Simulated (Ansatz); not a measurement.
## MgO: response to strain

Start from MgO in the rock salt structure (space group Fm-3m, No. 225; a = 4.2044 Å). Axes: x, y, z lie along the cube axes.

Strains are applied to the cell and any free atomic positions relax.

Level of theory: plane-wave PAW DFT at the r2SCAN level (Ansatz, a program for electronic structure, 500 eV), scalar-relativistic without spin-orbit coupling.

Notes on the quantities. energy relative to the base: free energy F; pressure: mean of the normal stresses, compression positive.

```json
[
 {"case": "base", "band gap": "5.68 eV", "energy relative to the base": "0 meV/atom", "pressure": "0.00 GPa"},
 {"case": "tensor shear ε_xy = +0.29 %", "band gap": "5.66 eV", "energy relative to the base": "+0.2 meV/atom", "pressure": "0.00 GPa"},
 {"case": "tensor shear ε_xy = +1.14 %", "band gap": "5.59 eV", "energy relative to the base": "+2.4 meV/atom", "pressure": "0.03 GPa"},
 {"case": "tensor shear ε_xy = +0.57 %", "band gap": "5.64 eV", "energy relative to the base": "+0.6 meV/atom", "pressure": "0.01 GPa"},
 {"case": "tensor shear ε_xy = +0.86 %", "band gap": "[?]", "energy relative to the base": "[?]", "pressure": "0.02 GPa"},
 {"case": "tensor shear ε_xy = +1.71 %", "band gap": "5.54 eV", "energy relative to the base": "+5.3 meV/atom", "pressure": "0.06 GPa"},
 {"case": "tensor shear ε_xy = +1.43 %", "band gap": "5.56 eV", "energy relative to the base": "+3.7 meV/atom", "pressure": "0.04 GPa"},
 {"case": "tensor shear ε_xy = +2.00 %", "band gap": "5.51 eV", "energy relative to the base": "+7.3 meV/atom", "pressure": "0.08 GPa"}
]
```

Q: What belongs in the blanks?

A: 
- tensor shear ε_xy = +0.86 %, band gap: 5.61 eV
- tensor shear ε_xy = +0.86 %, energy relative to the base: +1.3 meV/atom

Stability against distortions was not tested.
